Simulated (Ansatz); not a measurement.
**KCSN (Pbcm, No. 57): band gap by level of theory**

No measured value is used here.

```tsv
level (code)	value (eV)	cell (Å³/atom)
LDA (Ansatz)	3.70 (indirect)	18.67
PBEsol (Ansatz)	?	20.51
r²SCAN (Ansatz)	4.51 (indirect)	20.97
B3LYP (VWN-RPA form) (Ansatz)	5.68 (indirect)	21.38
HSE06 (Ansatz)	?	21.38
PBE0 (Ansatz)	6.07 (indirect)	21.38
```

Task: Fill in the missing entries.

Result: 
- PBEsol (Ansatz, a program for electronic structure), value (eV): 3.91 (indirect)
- HSE06 (Ansatz), value (eV): 5.33 (indirect)

Computed values are for a static lattice.  Values are at the level's own equilibrium cell; B3LYP (VWN-RPA form) at the measured cell; HSE06 at the measured cell; PBE0 at the measured cell. Cutoffs and k meshes differ between the levels. Ansatz's density-functional and Hartree–Fock values are scalar-relativistic unless marked +SOC, with PAW data made under PBE.
